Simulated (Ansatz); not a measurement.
Cost and result by functional for the adsorption energy of Cl on the 1x1 (0001) surface of hcp Ti, one in a 2x2 cell, started at the site 'hollow Ti-Ti-Ti over Ti at depth 2.2 Å', in Ansatz (plane waves, PAW). Single points on the PBE structure, on one kind of machine; costs are rough ratios of the slab run's core time (references not counted) to the cheapest single point. r2SCAN's cost holds its higher cutoff (500 against 420 eV). Differences are taken against r2SCAN for comparison alone: no measured value is at hand, so the table doesn't rank accuracy.

Model: 17-atom slab, 6.8 Å thick at the start under the adsorbate (thin: gaps and levels are the slab's own), 6x6x1 mesh, Fermi-Dirac 0.1 eV, dipole correction, 8 atoms held, the rest relaxed; held to the start's symmetry, so lower structures may exist; no spin, no spin-orbit, no U, no dispersion correction. At the end it is bonded to 3 Ti. In PBE this state lies 0.09 eV over the lowest of the starts that converged ('hollow Ti-Ti-Ti'). These notes are the PBE run's. Adsorption energies are against ½ Cl2(g). A negative adsorption energy means that the adsorbate is more stable on the surface than in its reference.

```json
[
 {"functional": "RPBE", "relative cost": "1", "adsorption energy (eV)": "-3.29", "less r2SCAN (eV)": "0.59"},
 {"functional": "r2SCAN", "relative cost": "2", "adsorption energy (eV)": "-3.87", "less r2SCAN (eV)": "0.00"},
 {"functional": "PBE (the relaxed run's value)", "relative cost": "–", "adsorption energy (eV)": "-3.48", "less r2SCAN (eV)": "0.39"}
]
```

The values span 0.59 eV, while the single points' costs differ by a factor of roughly 2. Differences are of unrounded values.

Ansatz is a program for electronic structure.
